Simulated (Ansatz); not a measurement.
Here is the system:

Host crystal: monoclinic HfO2, with a band gap (PBE, scalar-relativistic without spin-orbit coupling).

End structure of CO on the 1x1 (100) surface of monoclinic HfO2 (cut with top plane 2 O), one in a 1x1 cell, started at the site 'hollow O-O-O over O at depth 6.8 Å':

```
CELL_PARAMETERS angstrom
      5.21201     0.00000     0.00000
      0.00000     5.35246     0.00000
      0.00000     0.00000    28.50000
ATOMIC_POSITIONS crystal
  O  0.18629 0.86339 0.33630
  O  0.31371 0.36339 0.33630
  Hf 0.07292 0.16028 0.37287
  Hf 0.42708 0.66028 0.37287
  O  0.73895 0.90072 0.39944
  O  0.76105 0.40072 0.39944
  O  0.24321 0.43921 0.42373
  O  0.25679 0.93921 0.42373
  Hf 0.55357 0.17504 0.45058
  Hf 0.94643 0.67504 0.45058
  O  0.66702 0.50181 0.48738
  O  0.83298 0.00181 0.48738
  O  0.16750 0.67398 0.51264
  O  0.33413 0.17340 0.51264
  Hf 0.05206 0.00018 0.54936
  Hf 0.44682 0.50034 0.54950
  O  0.74328 0.73943 0.57672
  O  0.75824 0.23915 0.57676
  O  0.23910 0.27194 0.60004
  O  0.25777 0.77400 0.60089
  Hf 0.56688 0.01300 0.62550
  Hf 0.92540 0.51302 0.62969
  O  0.67652 0.30842 0.66445
  O  0.79302 0.80874 0.66532
  C  0.16807 0.48175 0.70476
  O  0.23061 0.48173 0.74275
```

Model: 26-atom slab, 9.3 Å thick at the start under the adsorbate (thin: gaps and levels are the slab's own), 4x4x1 mesh, Fermi-Dirac 0.01 eV, dipole correction, 12 atoms held, the rest relaxed; no symmetry held; no spin, no spin-orbit, no U, no dispersion correction. At the end it is bonded to Hf. In PBE it is, or lies within 0.03 eV of, the lowest of the starts that converged.

A negative adsorption energy means that the adsorbate is more stable on the surface than in its reference.

Question: What adsorption energy against CO(g) does Ansatz (an electronic-structure program) with PBE give?

Answer: -0.54 eV

Question: Estimate the highest filled level below the top vacuum level that PBE returns for this input.

Answer: 6.37 eV

Question: Estimate the gap of the slab on its k-mesh that PBE returns for this input.

Answer: 3.01 eV

Question: What change of the step from the bottom to the top vacuum level, against the clean slab does PBE give?

Answer: -0.85 eV
